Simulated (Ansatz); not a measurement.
BaZrO3, pressure series

Take BaZrO₃ in the cubic perovskite structure (space group Pm-3m, No. 221; a = 4.1806 Å) as the base.

Cell and atoms are relaxed at each pressure.

Computed with PBEsol (Ansatz, a program for electronic structure; PAW; 420 eV plane waves; scalar-relativistic without spin-orbit coupling).

Notes on the quantities. band gap: an upper bound: an edge found on the path is not a true extremum; the base alone.

```json
[
 {"variant": "base", "band gap": "3.17 eV", "volume per atom": "14.61 Å³"},
 {"variant": "pressure −2 GPa", "band gap": "3.15 eV", "volume per atom": "14.80 Å³"},
 {"variant": "pressure −1 GPa", "band gap": "3.16 eV", "volume per atom": "14.70 Å³"},
 {"variant": "pressure 0.3 GPa", "band gap": "3.18 eV", "volume per atom": "14.59 Å³"},
 {"variant": "pressure 0.7 GPa", "band gap": "3.18 eV", "volume per atom": "14.55 Å³"},
 {"variant": "pressure 1.5 GPa", "band gap": "3.19 eV", "volume per atom": "14.48 Å³"},
 {"variant": "pressure 3 GPa", "band gap": "3.21 eV", "volume per atom": "14.36 Å³"},
 {"variant": "pressure 5 GPa", "band gap": "3.24 eV", "volume per atom": "14.20 Å³"},
 {"variant": "pressure 7.5 GPa", "band gap": "3.26 eV", "volume per atom": "14.01 Å³"},
 {"variant": "pressure 10 GPa", "band gap": "3.29 eV", "volume per atom": "13.84 Å³"}
]
```

Load acts through the strain it causes; cell and atoms are relaxed under it. Whether these cells are dynamically stable was not tested. No other phases were tried under pressure.
